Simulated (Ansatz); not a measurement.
# ZnO: response to strain

The reference is ZnO in the wurtzite structure (space group P6_3mc, No. 186).

```
ZnO
1.0
    3.27948     0.00000     0.00000
   -1.63974     2.84011     0.00000
    0.00000     0.00000     5.29371
Zn O
2 2
Direct
  0.33333   0.66667   0.00146
  0.66667   0.33333   0.50146
  0.33333   0.66667   0.38054
  0.66667   0.33333   0.88054
```

Strains are applied to the cell and any free atomic positions relax.

All numbers come from plane-wave PAW DFT at the PBE level (Ansatz, a first-principles code, 420 eV), spin-orbit coupling left out.

Notes on the quantities. energy relative to the base: free energy F.

```csv
variant,band gap,shortest interatomic distance,energy relative to the base,electron mass
base,0.74 eV,1.999 Å,0 meV/atom,0.14 mₑ (at Γ)
isotropic strain −3.00 %,0.87 eV,1.939 Å,+45 meV/atom,0.16 mₑ (at Γ)
isotropic strain −2.40 %,0.85 eV,1.951 Å,+28 meV/atom,0.15 mₑ (at Γ)
isotropic strain −1.80 %,0.82 eV,1.963 Å,+15 meV/atom,0.15 mₑ (at Γ)
isotropic strain −1.20 %,0.80 eV,1.975 Å,+6.7 meV/atom,0.15 mₑ (at Γ)
isotropic strain −0.60 %,0.77 eV,1.987 Å,+1.6 meV/atom,0.14 mₑ (at Γ)
```

Masses are band curvatures over ±0.01 Å⁻¹ around the edge. No phonon test of stability was made.
